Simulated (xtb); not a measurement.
xtb 6.7.1, GFN2-xTB: Cc1cc(-c2ccc3cc(-c4sccc4C)ccc3c2)sc1C, 41 atoms. The geometry is a generated start, not checked to be a minimum at this level.

- method: GFN2-xTB
- --acc: 1 (default)
- --etemp (K): 300 (default)
- detailed input (--input): none: ANC optimiser, Lindh (1995) Hessian, microcycle=20, maxdispl=1.0, hlow=0.01 (default)
- basis functions: 122
- valence electrons: 114

The structure is relaxed from this start with --opt LEVEL for the levels crude, sloppy, loose, lax, normal, tight, vtight, extreme, once each. Up to the end of the extreme run atoms move by at most 1.4 Å along an axis.

Q: Which level is enough to come within 1 meV of the tightest end point?

A: normal: 44 cycles against 68, ending 0.45 meV above.

```json
[
 {"level": "crude", "cycles": "4", "energy above the extreme run (meV)": "150", "gradient norm (eV/Å)": "0.34"},
 {"level": "sloppy", "cycles": "16", "energy above the extreme run (meV)": "18", "gradient norm (eV/Å)": "0.25"},
 {"level": "loose", "cycles": "19", "energy above the extreme run (meV)": "14", "gradient norm (eV/Å)": "0.15"},
 {"level": "lax", "cycles": "21", "energy above the extreme run (meV)": "13", "gradient norm (eV/Å)": "0.082"},
 {"level": "normal", "cycles": "44", "energy above the extreme run (meV)": "0.45", "gradient norm (eV/Å)": "0.014"},
 {"level": "tight", "cycles": "54", "energy above the extreme run (meV)": "0.047", "gradient norm (eV/Å)": "0.0087"},
 {"level": "vtight", "cycles": "61", "energy above the extreme run (meV)": "0.014", "gradient norm (eV/Å)": "0.0016"},
 {"level": "extreme", "cycles": "68", "energy above the extreme run (meV)": "—", "gradient norm (eV/Å)": "0.0011"}
]
```
